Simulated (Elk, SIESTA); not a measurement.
An Elk input for a self-consistent single point of NaSn₂Pd₃ (P6mm, 6 atoms in the cell) (DFT, LDA (PW92), all-electron FP-LAPW, Elk's shipped species files, default APW+lo basis):

```
tasks
  0

rmtscf
  0.94

stype
  0

swidth
  0.00183747

maxscl
  100

scale
  1.889726125

avec
    5.8882638798    0.0000000279    0.0000000000
   -2.9441319641    5.0993860901    0.0000000000
    0.0000000000    0.0000000000    4.3489680000

sppath
  './'

atoms
  3
  'Na.in'
  1
  0.0000000000  0.0000000000  0.1926300000    0.0 0.0 0.0
  'Sn.in'
  2
  0.6666666667  0.3333333333  0.4961500000    0.0 0.0 0.0
  0.3333333333  0.6666666667  0.4961500000    0.0 0.0 0.0
  'Pd.in'
  3
  0.0000000000  0.5000000000  0.9950200000    0.0 0.0 0.0
  0.5000000000  0.0000000000  0.9950200000    0.0 0.0 0.0
  0.5000000000  0.5000000000  0.9950200000    0.0 0.0 0.0

ngridk
  5 5 5
```

Q: Give the SIESTA input for the same structure, mesh, smearing and functional.

A: This is the input that was run; spellings and numerical settings could be chosen otherwise.

```
# files in the folder: Na.psml Sn.psml Pd.psml (PseudoDojo LDA standard)
SystemName  NaSn2Pd3
SystemLabel nasn2pd3

NumberOfAtoms                6
NumberOfSpecies              3
%block ChemicalSpeciesLabel
  1 11 Na
  2 50 Sn
  3 46 Pd
%endblock ChemicalSpeciesLabel
LatticeConstant              1.0 Bohr
%block LatticeVectors
    11.127206309    0.000000000    0.000000000
    -5.563603155    9.636442944    0.000000000
     0.000000000    0.000000000    8.218358445
%endblock LatticeVectors
AtomicCoordinatesFormat      Ang
%block AtomicCoordinatesAndAtomicSpecies
     0.000000000    0.000000000    0.837741706  1
     2.944134944    1.699793634    2.157740473  2
    -0.000002944    3.399592366    2.157740473  2
    -1.472066000    2.549693000    4.327310139  3
     2.944132000    0.000000000    4.327310139  3
     1.472066000    2.549693000    4.327310139  3
%endblock AtomicCoordinatesAndAtomicSpecies

XC.functional                LDA
XC.authors                   PW92
PAO.BasisSize                DZP
PAO.EnergyShift              0.005 Ry
MeshCutoff                   400 Ry
%block kgrid.MonkhorstPack
    5   0   0  0.0
    0   5   0  0.0
    0   0   5  0.0
%endblock kgrid.MonkhorstPack
OccupationFunction           MP
OccupationMPOrder            0
ElectronicTemperature        580.23 K

MaxSCFIterations             150
SCF.Mixer.Method             Broyden
SCF.Mixer.Weight             0.1
SCF.Mixer.History            8
SCF.DM.Tolerance             1.0E-05
Diag.ParallelOverK           true
WriteForces                  true
```

Basis, cutoffs, solver keys and any potentials are the target program's own. This input uses DFT, LDA PW92, numerical atomic orbitals DZP, PseudoDojo LDA standard norm-conserving potentials (rewritten from UPF to PSML). LDA parametrisations can differ slightly between programs.

The starting cell comes from a database of computed structures (which also holds hypothetical and non-ambient phases and stackings), without a prior relaxation at this level. Its lattice was rescaled by a random factor within 2.5 % of one.
